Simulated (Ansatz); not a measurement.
One hop of N vacancy in wurtzite AlN, charge +1 (a nearby N jumps into the vacancy, along (-1.00, -1.00, 0.00) of the unit cell), with all lengths of the cell changed by ±1 % against the relaxed PBE lattice. All values below come from PBE, PAW (plane waves to 420 eV; Ansatz, a quantum-chemistry and plane-wave program). Climbing-image NEB, 72 sites, 2×2×2 shifted along c, static nuclei, no finite-size correction.

In the compressed cell the barrier is 4.38 eV, with neighbours at the saddle Al at 1.77, 2 Al at 2.13, Al at 2.19, Al at 2.20 Å.

Question: What is it in the stretched cell?

Answer: 4.26 eV, with neighbours at the saddle Al at 1.79, Al at 2.18, Al at 2.19, 2 Al at 2.28 Å. Stretching lowers the barrier by about 0.06 eV for each 1 % of strain.
